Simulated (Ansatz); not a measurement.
Results of r²SCAN (Ansatz, an electronic-structure program, PAW) for AlZnInO₄ (model structure, started from the InGaZnO4 type, R3m, No. 160, 7 atoms in the cell).

Settings: plane-wave cutoff 560 eV, 12×12×12 k mesh, Fermi–Dirac smearing 0.01 eV, scalar-relativistic PAW data made under PBE.

Cell (relaxed at this level):

AlInZnO$_{4}$ is modelled in the trigonal space group R3m, hexagonal axes (No. 160), Pearson symbol hR7. Lattice parameters: a = 3.2534 Å, b = 3.2534 Å, c = 25.6002 Å, α = 90.00°, β = 90.00°, γ = 120.00°. In on 3a is coordinated by 6 O at 2.173–2.175 Å (octahedral). Al on 3a sees 5 O at 1.874–1.881 Å (trigonal bipyramidal). Zn on 3a is coordinated by 4 O at 1.965–1.979 Å and 1 O at 2.505 Å. O1 on 3a is surrounded by 1 Al at 1.881 Å and 3 Zn at 1.979 Å (tetrahedral). O2 on 3a is coordinated by 3 Al at 1.878 Å and 1 Zn at 2.505 Å (no clear gap to further neighbours). O3 on 3a is surrounded by 1 Al at 1.874 Å and 3 In at 2.175 Å (tetrahedral). O4 on 3a sees 1 Zn at 1.965 Å and 3 In at 2.173 Å (tetrahedral). (Neighbours: up to the widest gap in distance over summed covalent radii, below 1.35, at either atom; cation-cation and far metal-metal contacts left out.)
(The calculation used a cell of 7 atoms; values per cell refer to that cell.)

Q: Give the computed band gap.

A: 
band gap: 2.41 eV

Note: the relaxation could raise the start's symmetry but not lower it, so the cell can be a saddle point.

Spin–orbit coupling is not included.

Static lattice: no zero-point or thermal effects.

Computing time: very roughly 3 core-minutes.

A model structure was made by putting elements into a prototype or built by hand; it is no filed structure, need not be a known phase, and can be a saddle point held by its symmetry.
